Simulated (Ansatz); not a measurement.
## MgO (P6₃mc, No. 186, 4 atoms in the cell; start mp-549706; a measured phase of this formula has another space group)

The numbers are results of G0W0@PBEsol in Ansatz (plane waves, hard PAW, contour deformation, complete-basis limit), not measurements.

Numerical settings: largest k mesh 9×9×6 (not extrapolated in the mesh).

Cell (relaxed with PBEsol):

Space group P6₃mc (No. 186); a = b = 3.3028 Å, c = 5.0204 Å, α = β = 90.00°, γ = 120.00°

```tsv
atom	site	symmetry	x	y	z
Mg	2b	3m.	0.3333	0.6667	0.0037
O	2b	3m.	0.3333	0.6667	0.4009
```

| Item | Value |
|---|---|
| band gap | 5.99 eV (direct) |

Note: the gap holds a correction of +0.53 eV to the complete basis.

Computed values are for the static lattice.

Computing time: around 5 core-hours (rough).

A start named mp-… is a Materials Project structure, which need not be a measured phase.

Ansatz is a first-principles code.
